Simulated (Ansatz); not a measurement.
**B2O3, element substitutions**

Base system: B₂O₃ (space group Cmc2_1, No. 36; a = 7.826 Å, b = 4.624 Å, c = 4.134 Å; a cell from a computed database, its experimental status unchecked).

Each row replaces one element on all its sites; cell and atoms are relaxed.

Level of theory: plane-wave PAW DFT at the PBEsol level (Ansatz, a program for electronic structure, 420 eV), without spin-orbit coupling.

| case | band gap | density | shortest interatomic distance |
|---|---|---|---|
| base | 8.42 eV | 3.09 g/cm³ | 1.381 Å |
| O → Se | 1.60 eV | 5.10 g/cm³ | 2.017 Å |
| O → N | zero | 2.73 g/cm³ | 1.503 Å |
| B → Al | 4.18 eV | 2.55 g/cm³ | 1.686 Å |

Whether these cells are dynamically stable was not tested. As relaxed here, B2Se3 and B2N3 are hypothetical phases, not in the database extracts checked. For Al2O3 in this form, whether it has been made was not checked. All final runs are without spin polarisation.
